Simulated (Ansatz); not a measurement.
Take CdTe in the zinc blende structure (space group F-43m, No. 216; a = 6.4887 Å) as the base. Axes: x, y, z lie along the cube axes.

Level of theory: PBEsol/PAW in Ansatz (a quantum-chemistry and plane-wave program), no spin-orbit coupling.

Now apply this change: an isotropic linear strain of −1.50 %, atoms relaxed at fixed cell.

Q: Predict the stress tensor and what it implies for the stiffness.

A: Stress of the strained cell less that of the base (GPa, compression positive):
```
   2.09    0.00    0.00
   0.00    2.09    0.00
   0.00    0.00    2.09
```

Then B = −ΔP/(ΔV/V₀) with ΔV/V₀ = -0.0443 gives secant stiffness values (nonlinear terms included at this strain): B ≈ 47 GPa.

As a check, the harmonic strain energy −½ V₀ Δσ:ε is 10 meV/atom; the computed energy rise is 9.6 meV/atom.

Whether these cells are dynamically stable was not tested.
